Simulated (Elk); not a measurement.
Elk run on RuAl (Pm-3m, 2 atoms in the cell): self-consistent single point.

Method of the run: PBE, spin-orbit coupling in second variation, all-electron FP-LAPW, Elk's shipped species files, LAPW+lo basis (Elk).

```
CELL_PARAMETERS angstrom
      2.99150     0.00000     0.00000
      0.00000     2.99150     0.00000
      0.00000     0.00000     2.99150
ATOMIC_POSITIONS crystal
  Al 0.50000 0.50000 0.50000
  Ru 0.00000 0.00000 0.00000
```

Reference input (self-consistent single point, DFT, PBE, all-electron FP-LAPW, Elk's shipped species files, LAPW+lo basis): xctype = 20; rgkmax = 7.5; stype = 0; swidth = 0.00999582 Ha; ngridk = 9 9 9; gmaxvr = 14 1/bohr; nxoapwlo = 1; rmtscf = 0.96; maxscl = 100. This run's input differs from it in these lines:

```diff
@@ -5,2 +5,5 @@
   20
+
+spinorb
+  .true.
 
@@ -17,2 +20,8 @@
   0.96
+
+lmaxi
+  3
+
+nempty
+  10
```

The program printed (abridged):

```
│ Self-consistent loop started │
│ Loop number : 1 │
 total energy                :     -4767.72155545
 total moment                :  -0.5060662236E-23  0.2320111700E-22  0.7905231809E-22
│ Loop number : 2 │
 total energy                :     -4768.16215781
 total moment                :   0.7464531519E-23  0.1575855023E-23 -0.2930322266E-23
RMS change in Kohn-Sham potential (target) :   0.3553494576     (  0.1000000000E-05)
Absolute change in total energy (target)   :   0.4406023630     (  0.1000000000E-03)
│ Loop number : 3 │
 total energy                :     -4768.05744494
   [... lines left out ...]
 total energy                :     -4774.83500284
 total moment                :   0.1698769456E-22 -0.8072872828E-23  0.1092496701E-22
RMS change in Kohn-Sham potential (target) :   0.1470275476E-06 (  0.1000000000E-05)
Absolute change in total energy (target)   :   0.3012488387E-03 (  0.1000000000E-03)
│ Loop number : 15 │
 total energy                :     -4774.83499484
 total moment                :  -0.6178246745E-22 -0.1182140985E-21 -0.2391314229E-21
RMS change in Kohn-Sham potential (target) :   0.8668253612E-07 (  0.1000000000E-05)
Absolute change in total energy (target)   :   0.8331441859E-04 (  0.1000000000E-03)
Convergence targets achieved

│ Loop number : 16 │

Energies :
 Fermi                       :     0.385247436404
 xc effective B-field        :    -0.315354146438E-08
 external B-field            :      0.00000000000
 total energy                :     -4774.83498695
 (external B-field energy excluded from total)

Density of states at Fermi energy :    45.18562006
 (states/Hartree/unit cell)

Estimated indirect band gap :   0.1913041166E-02
 from k-point     19 to k-point     25
Estimated direct band gap   :   0.6495433945E-02
 at k-point     25

Charges :
 core                        :    32.00000000
 valence                     :    25.00000000
 interstitial                :    2.953318101
 muffin-tins (core leakage)
  species :    1 (Al)
   atom    1                 :    11.19989018     (  0.7620142946E-03)
  species :    2 (Ru)
   [... lines left out ...]
 muffin-tins
  species :    1 (Al)
   atom    1                 :   0.3448672588E-22 -0.1117326262E-22 -0.1115702940E-24
  species :    2 (Ru)
   atom    1                 :   0.6242367972E-22  0.2352983221E-22  0.1541473211E-21
 total in muffin-tins        :   0.9691040561E-22  0.1235656959E-22  0.1540357508E-21
 total moment                :   0.1032455209E-21 -0.2698980968E-22  0.1258785689E-21

│ Self-consistent loop stopped │
```

The run converged in 16 iterations. The count includes the last loop, which Elk runs after its targets are met. 

The starting cell has typed, rounded lattice constants, without a prior relaxation at this level. Its lattice was rescaled by a random factor within 2.5 % of one. Values depend on the basis (sphere radii, cutoffs, local orbitals), which need not be converged. The log's line on a gap gives a spacing of levels on this mesh, which the program prints for metals too.

Cost on one core of a shared machine: roughly 40 s.
